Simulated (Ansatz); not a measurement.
Slab thickness and the (100) surface of rock-salt TiC: the same face, mesh and vacuum, all atoms relaxed.

The numbers are results of PBE (plane waves to 420 eV, PAW; Ansatz, a quantum-chemistry and plane-wave program), not measurements.

```tsv
atoms	thickness (Å)	γ (J/m²)	work function, top face (eV)	rough cost
4	2.2	(withheld)	(withheld)	around 22 core-seconds (rough)
6	4.4	(withheld)	(withheld)	about 24 core-seconds (a rough figure)
8	6.6	1.66	4.45	roughly 40 core-seconds
10	8.7	1.64	4.57	about 60 core-seconds (a rough figure)
12	10.9	1.63	4.54	about 2.4 core-minutes (a rough figure)
14	13.1	1.63	4.56	around 3 core-minutes (rough)
16	15.2	1.63	4.53	very roughly 2.2 core-minutes
20	19.6	1.63	4.50	very roughly 4 core-minutes
24	23.9	1.63	4.50	roughly 5 core-minutes
```

### Question
What belongs in the gaps?

### Answer

- 4, γ (J/m²): 1.77
- 4, work function, top face (eV): 3.87
- 6, γ (J/m²): 1.68
- 6, work function, top face (eV): 4.41
